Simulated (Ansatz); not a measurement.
Hypothetical fluorite HfSi2 under a change: Hf → Ta

Consider HfSi$_{2}$ in the fluorite structure (space group Fm-3m, No. 225; a = 6.183 Å; a hypothetical phase, not in the database extracts checked).

Modification: full substitution Hf → Ta, then cell and atoms are relaxed.

The values are results of PBEsol (Ansatz, an electronic-structure program), no SOC, earlier PAW set, not measurements. Γ-centred 13×13×13 mesh, Fermi–Dirac width 0.05 eV.

The density increases by 0.72 g/cm³ to 7.31 g/cm³ and the lattice parameter a drops by 0.188 Å to 5.995 Å. The space group stays Fm-3m (No. 225) and the shortest interatomic distance falls by 0.081 Å, from 2.677 Å to 2.596 Å. The band gap is still zero.

No phonon test of stability was made. As relaxed here, TaSi2 is a hypothetical phase, not in the database extracts checked. All final runs are without spin polarisation. An odd electron count without spin: TaSi2. TaSi2 and HfSi2 have a high density of states at the Fermi level and may be magnetic at this level.
